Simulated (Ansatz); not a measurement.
The reference is MgO in the rock salt structure (space group Fm-3m, No. 225; a = 4.2141 Å).

The values are results of PBEsol (Ansatz, a quantum-chemistry and plane-wave program, PAW, spin-orbit coupling left out), not measurements.

Before the change:

Width of the top valence band: 1.79 eV
Electron mass: 0.34 mₑ (at Γ)
Pressure: 0.01 GPa
Hole mass: 0.38, 2.1, 2.1 mₑ (at Γ)

It is then changed as follows: every lattice vector is shortened by 0.50 %; the atoms relax in the strained cell.

Problem. Predict the new width of the top valence band.

Solution. The width of the top valence band increases by 0.03 eV (1.79 eV → 1.82 eV).

Problem. What does the calculation give for the electron mass after the change?

Solution. The electron mass goes from 0.34 mₑ (at Γ) to 0.35 mₑ (at Γ).

Problem. Estimate the effect on the mean gap deformation potential ΔEg/Δln V.

Solution. The mean gap deformation potential ΔEg/Δln V amounts to -9.7 eV.

Problem. What happens to the pressure?

Solution. The pressure increases by 2.44 GPa, from 0.01 GPa to 2.45 GPa.

Problem. What happens to the hole mass?

Solution. The hole mass (degenerate bands, along [100]) goes from 0.38, 2.1, 2.1 mₑ (at Γ) to 0.39, 2.1, 2.1 mₑ (at Γ).

Effective masses come from finite differences of ±0.01 Å⁻¹. No phonon test of stability was made.
